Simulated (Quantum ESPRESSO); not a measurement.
## Quick settings and what they miss: MgB2 (P6/mmm, 3 atoms in the cell)

Self-consistent single point.

```xyz
3
Lattice="3.0128 0.0000 0.0000 -1.5064 2.6092 0.0000 0.0000 0.0000 3.4635" Properties=species:S:1:pos:R:3 pbc="T T T"
Mg     0.0000     0.0000     0.0000
B      1.5064     0.8697     1.7317
B      0.0000     1.7395     1.7317
```

Method of the run: PBE, PseudoDojo standard norm-conserving (PBE) pseudopotentials (plane waves; Quantum ESPRESSO 7.5).

Base settings: ecutwfc = 85 Ry; occupations = smearing; smearing = fd; degauss = 0.0073499 Ry; potentials = {Mg: Mg.upf, B: B.upf}; K_POINTS = automatic 9 9 7 0 0 0; conv_thr = 1e-10 Ry.

Tight run (finer mesh or higher cutoff; not a proven limit): ecutwfc: 85 Ry → 119 Ry; conv_thr: 1e-10 Ry → 7.3e-11 Ry; K_POINTS: automatic 9 9 7 0 0 0 → automatic 13 13 10 0 0 0. It gave Fermi level (on the code's own zero) 9.87 eV; pressure 9.99 GPa.

Quick runs, as changes from the base:
- A: the base itself
- B: ecutwfc: 85 Ry → 42 Ry; smearing: fd → mp; degauss: 0.0073499 Ry → 0.0147 Ry; K_POINTS: automatic 9 9 7 0 0 0 → automatic 4 4 4 0 0 0; potentials: PseudoDojo standard norm-conserving (LDA) [LDA (PW92)]
- C: ecutwfc: 85 Ry → 59 Ry; K_POINTS: automatic 9 9 7 0 0 0 → automatic 4 4 4 1 1 1; potentials: PseudoDojo standard norm-conserving (LDA) [LDA (PW92)]
- D: ecutwfc: 85 Ry → 51 Ry; smearing: fd → gauss; degauss: 0.0073499 Ry → 0.0147 Ry; K_POINTS: automatic 9 9 7 0 0 0 → automatic 6 6 6 0 0 0
- E: ecutwfc: 85 Ry → 68 Ry; smearing: fd → cold; degauss: 0.0073499 Ry → 0.036749 Ry; K_POINTS: automatic 9 9 7 0 0 0 → automatic 2 2 2 1 1 1
- F: ecutwfc: 85 Ry → 68 Ry; K_POINTS: automatic 9 9 7 0 0 0 → automatic 6 6 6 0 0 0

Energies are extrapolated to zero smearing width, which holds to low order in the width alone (under cold and Methfessel-Paxton smearing the free energy itself is taken).

Dashes: energy of B, C, another energy zero.

† marks runs with another functional, U, potentials or spin treatment: their distance from the tight run is not a convergence error alone.

The count of work is k-points × plane waves × bands × iterations; it is no time. 

The starting cell comes from a database of computed structures (which also holds hypothetical and non-ambient phases and stackings), without a prior relaxation at this level. Its lattice was rescaled by a random factor within 2.5 % of one. In the base run, with a pressure of about 10 GPa the cell is away from its equilibrium volume at this level.

```csv
run,energy less tight (meV/atom),pressure less tight (GPa),count of work / tight
A,0.1,0.12,0.23
B†,–,-289.34,0.023
C†,–,-38.96,0.033
D,1041.2,-105.20,0.071
E,-237.2,-6.79,0.0068
F,27.7,-5.78,0.097
```

Among the runs at the tight run's level, the energy misses run from 0.1 to 1041.2 meV/atom.
